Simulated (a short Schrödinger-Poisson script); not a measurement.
Stack: MOS inversion layer, SiO2 on p-type Si(110), at 300 K.

From the gate side: 2.1 nm SiO2; 600 nm Si, acceptors 5.2e17 cm⁻³.

The device is made up for the run: typed textbook-type constants, with dimensions and the other settings drawn at random. SiO2: permittivity 3.9, conduction-band edge (eV) 3.15, gap (eV) 9, electron mass (mₑ) 0.5. Si: permittivity 11.7, conduction-band edge (eV) 0, gap (eV) 1.124, Nv at 300 K (cm⁻³) 3.1e19.

Channel valleys (confinement mass, in-plane density-of-states mass, number): Δ4 0.315, 0.324, 4; Δ2 0.19, 0.417, 2. At the gate the conduction-band edge of layer 1 lies 3.46 eV − eVg above the Fermi level of the channel; the field vanishes at the back. Gaps are held at their typed values at every temperature. Mesh 0.03 nm at interfaces.

From a short Schrödinger-Poisson script (our own, NumPy): 1D Poisson equation in equilibrium, electrons quantum, Hartree (BenDaniel-Duke, 12 states a valley, the channel's in-plane mass for all, wave functions free to enter the dielectric), parabolic valleys, classical holes, full ionisation, no traps, pinning or gate leakage.

| Vg (V) | electrons (cm⁻²) | C (μF/cm²) | Δ4 E0 (meV from the Fermi level) | Δ2 E0 (meV from the Fermi level) |
|---|---|---|---|---|
| 0.5 | 1.97e10 | 0.272 | 177.6 | 195.3 |
| 0.6 | 2.29e11 | 0.728 | 113.8 | 132.1 |
| 0.7 | 7.64e11 | 1.05 | 82.1 | 101.2 |
| 0.8 | 1.45e12 | 1.18 | 64.9 | 84.8 |
| 0.9 | 2.20e12 | 1.24 | 53.5 | 74.2 |
| 1 | 2.98e12 | 1.28 | 44.9 | 66.3 |
| 1.1 | 3.79e12 | 1.31 | 37.9 | 60.2 |
| 1.2 | 4.61e12 | 1.33 | 32.1 | 55.1 |
| 1.3 | 5.44e12 | 1.35 | 27.1 | 50.8 |
| 1.4 | 6.29e12 | 1.36 | 22.6 | 47.0 |
| 1.5 | 7.14e12 | 1.37 | 18.6 | 43.6 |
| 1.6 | 8.00e12 | 1.38 | 14.9 | 40.5 |
| 1.7 | 8.87e12 | 1.39 | 11.5 | 37.7 |
| 1.8 | 9.74e12 | 1.40 | 8.4 | 35.1 |
| 1.9 | 1.06e13 | 1.41 | 5.4 | 32.7 |
| 2 | 1.15e13 | 1.41 | 2.6 | 30.4 |

Gate voltages with under 1e9 electrons/cm² are left out.

Q: At Vg = 2 V the lowest Δ4 subband lies at 2.6 meV from the Fermi level. How many electrons does it hold, and what share of all?

A: The two-dimensional density of states is g m/(πħ²) = 5.41e11 cm⁻² meV⁻¹ (both spins), kT = 25.9 meV, so n = D kT ln(1 + exp(−E/kT)) = 9.02e12 cm⁻², 0.78 of the 1.15e13 cm⁻² in all.

Q: Compare the slope of the sheet density between 1.8 and 2 V with the geometric capacitance of the layers between gate and channel.

A: q Δn/ΔV = 1.41 μF/cm²; ε0/Σ(t/ε) = 1.64 μF/cm². The ratio is 0.86: the channel acts as a further capacitance in series.
